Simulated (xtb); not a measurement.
xtb 6.7.1, GFN2-xTB: Cu(Cl)(amdMe)(OH2)2 (CC1[N](C)[Cu](<-[OH2])(<-[OH2])([Cl])<-[N]=1C), charge 0, multiplicity 2, 23 atoms. The geometry is a generated start, not checked to be a minimum at this level.

```
Item                       Value
-----------------  -------------
run flags                 --grad
method                  GFN2-xTB
--acc                1 (default)
--etemp (K)        300 (default)
basis functions               65
valence electrons             69
```

```xyz
23

Cu    -0.6045     1.0972     0.3353
Cl    -0.7485     3.2040    -0.5568
C      1.7962    -1.8400    -0.3945
C      0.7624    -0.7822    -0.1514
N      0.1092    -0.6220     0.9791
C      0.4085    -1.3498     2.1790
N      0.3341     0.0793    -1.0546
C      0.9587     0.3156    -2.3219
H      2.4392    -1.5675    -1.2268
H      1.3002    -2.7822    -0.6272
H      2.4036    -1.9815     0.4960
H     -0.2820    -1.0236     2.9544
H      0.2789    -2.4272     2.0235
H      1.4342    -1.1728     2.5243
H      0.3899     1.0894    -2.8384
H      1.9967     0.6543    -2.2203
H      0.9445    -0.5928    -2.9367
O     -2.8326     1.0375    -0.4683
H     -2.7624     0.4255    -1.2053
H     -2.6641     1.9249    -0.8295
O     -1.6095     1.9092     1.9666
H     -2.5005     1.5942     1.7715
H     -1.5522     2.8105     1.6021
```

Charge 0 and multiplicity 2 are set for this test and not shown to be the ground state. GFN-xTB has no spin term: --uhf 1 sets the occupations alone.

One run each on 1 thread. Values of broydamp tried: 0.02, 0.05, 0.1, 0.2, 0.4 (default), 0.6, 0.8, 1.

Problem. How does the count of SCC iterations change with broydamp, and where is it least?

Solution. Fewest SCC iterations, within one of each other: 0.4 (default) with 16, 0.6 with 16, 0.8 with 17, 1 with 17. The count rises to 27 at 0.02. All converge to one solution.

```
broydamp       SCC iterations            end
-------------  --------------  -------------
0.02                       27  same solution
0.05                       25  same solution
0.1                        21  same solution
0.2                        18  same solution
0.4 (default)              16  same solution
0.6                        16  same solution
0.8                        17  same solution
1                          17  same solution
```
